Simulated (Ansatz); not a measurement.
SiC under load (space group P6_3mc), PBE with spin-orbit coupling, rigid bands in Ansatz (a program for electronic structure). Condition of this run: uniaxial stress along c of -10 GPa (compression positive) (the target of the relaxation). Band gap 2.15 eV, N_c = 1.09e19 cm⁻³ and N_v = 6.22e19 cm⁻³ at 300 K, conductivity masses along z (a = (3.07, 0.00, 0.00) Å; b = (-1.54, 2.66, 0.00) Å; c = (0.00, 0.00, 5.15) Å) of 0.276 mₑ (electrons) and 1.60 mₑ (holes). Take k_BT = 0.02585 eV.

**Question.** What built-in voltage has an abrupt junction with N_A = 1e16 and N_D = 1e18 cm⁻³, all dopants ionised?

**Answer.** V_bi = E_g/e − (k_BT/e) ln(N_c N_v/(N_A N_D)) = 2.15 − 0.02585 × 11.12 = 1.86 V, for the computed gap.

**Question.** A film of it is 2 nm thick, with its normal along the direction named. Estimate the confinement energies in an infinite well.

**Answer.** ħ²π²/(2m t²) = 0.376 eV·nm²/(m/mₑ × t²) gives 341 meV for electrons and 58.8 meV for holes, so the gap would widen to about 2.55 eV. Finite barriers and nonparabolic bands lower this, and with several valleys or bands the heaviest mass along the normal sets the lowest level, not this average.

**Question.** Find the intrinsic carrier density and the intrinsic Fermi level.

**Answer.** n_i = √(N_c N_v) exp(−E_g/2k_BT) = 2.60e19 × exp(−41.58) = 2.3e1 cm⁻³. The level lies (k_BT/2) ln(N_v/N_c) = 23 meV from mid-gap (positive towards the conduction band). Each 0.1 eV added to the gap lowers n_i by a factor of 6.9.

Rigid bands with the computed gap; masses take one relaxation time for all states. Geometry: cell and atoms relaxed with PBEsol.
